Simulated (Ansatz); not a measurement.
Seebeck coefficient (μV/K, mean over directions) of n-type Rb$_{2}$PtC$_{2}$ (P-3m1) against carrier density, PBEsol, rigid bands (Ansatz, a quantum-chemistry and plane-wave program). Computed gap 1.06 eV; densities at which minority carriers matter at this gap, or further valleys turn the trend, are left out. Conductivity mass 0.31 mₑ (harmonic mean over directions), N_c = 2.4e19 cm⁻³ at 300 K.

```tsv
electron density	300 K	500 K
1e17 cm⁻³	-682	___
1e18 cm⁻³	-484	-552
3e18 cm⁻³	-390	-458
1e19 cm⁻³	-289	-356
3e19 cm⁻³	-201	-264
1e20 cm⁻³	-118	-171
3e20 cm⁻³	___	-100
1e21 cm⁻³	___	-38
```

Task: Complete the blanks.

Result: 
- 1e17 cm⁻³, 500 K: -751
- 3e20 cm⁻³, 300 K: -64
- 1e21 cm⁻³, 300 K: -23

Rigid bands with a gap fixed in temperature, one relaxation time for all states, no polarons or phonon drag, and whether or not such doping can be reached. Spin-orbit coupling is left out; with 5d elements it also splits d-like band edges.

Formula and space group known from diffraction (Crystallography Open Database), not checked to be the room-temperature form: Rb2PtC2 (P-3m1).
